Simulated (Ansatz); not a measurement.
**Ag (I4/mmm): band-structure transport figures**

Data:

```xyz
1
Lattice="0.0000 2.0785 1.9540 2.0785 0.0000 1.9540 2.0785 2.0785 0.0000" Properties=species:S:1:pos:R:3 pbc="T T T"
Ag     0.0000     0.0000     0.0000
```

Computed with PBEsol, rigid bands (plane waves, PAW, scalar-relativistic; Ansatz, an electronic-structure program). Condition of this run: biaxial stress xx = yy = -2 GPa (compression positive) (the target of the relaxation). Geometry: cell and atoms relaxed with PBEsol, then loaded as said.

```
Property                                                          Result
------------------------------------  ----------------------------------
density of states at the Fermi level  0.266 states/(eV·cell), both spins
bare Sommerfeld coefficient                    0.63 mJ/(mol of atoms·K²)
Drude plasma energy                                               9.1 eV
root-mean-square Fermi velocity                                1.4e6 m/s
resistivity times τ                                     5.8 ×10⁻²² Ω·m·s
resistivity times mean free path                         8.4 ×10⁻¹⁶ Ω·m²
```

A metal at this level (no band gap); rigid bands, thermally averaged at 300 K, both spins. Spin-orbit coupling is left out. τ is one relaxation time for all states; the product of resistivity and mean free path takes one path for all states instead.
